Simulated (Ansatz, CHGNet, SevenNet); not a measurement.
# L1₂ (Cu3Au-type) Ni3Al: properties by level of theory

Reference values: lattice constant a 3.572 Å (measured, temperature not stated, no zero-point or thermal correction; as tabulated in Tensorial elastic properties and stability of interface states associated with …); formation enthalpy -0.420 ± 0.02 eV/atom (measured, 298 K, copied from a table, unchecked, no zero-point or thermal correction; as tabulated in Wang et al. (2021), doi:10.1038/s41598-021-94550-5).

| level (code) | lattice constant a (Å) | formation enthalpy (eV/atom) |
|---|---|---|
| CHGNet 0.3.0 | 3.558 | -0.473 |
| SevenNet-l3i5 | 3.557 | -0.455 |
| PBEsol (Ansatz) | 3.519 | -0.444 |
| HSE06 (Ansatz) | … | -0.472 |
| PBE0 (Ansatz) | … | -0.499 |

**Question.** Fill in the missing entries.

**Answer.** 
- HSE06 (Ansatz, a program for electronic structure), lattice constant a (Å): 3.543
- PBE0 (Ansatz), lattice constant a (Å): 3.540

Differences from the reference values (errors of the level alone only where the reference is corrected to a static lattice):

```json
[
 {"level": "CHGNet 0.3.0", "lattice constant a (%)": "-0.39", "formation enthalpy (eV/atom)": "-0.053"},
 {"level": "SevenNet-l3i5", "lattice constant a (%)": "-0.42", "formation enthalpy (eV/atom)": "-0.035"},
 {"level": "PBEsol", "lattice constant a (%)": "-1.48", "formation enthalpy (eV/atom)": "-0.024"},
 {"level": "HSE06", "lattice constant a (%)": "-0.81", "formation enthalpy (eV/atom)": "-0.052"},
 {"level": "PBE0", "lattice constant a (%)": "-0.90", "formation enthalpy (eV/atom)": "-0.079"}
]
```

Nearest: lattice constant a, not ranked (reference at room or unstated temperature); formation enthalpy, not ranked (one source).

Machine-learned potentials (CHGNet 0.3.0, SevenNet-l3i5) are trained on DFT data: a solid inside that data is no test of them.

Ansatz's density-functional and Hartree–Fock values are scalar-relativistic unless marked +SOC, with PAW data made under PBE.

Spin-polarised runs: PBEsol (parallel moments), HSE06 (parallel moments), PBE0 (parallel moments).

Differences are worked out from the printed values.
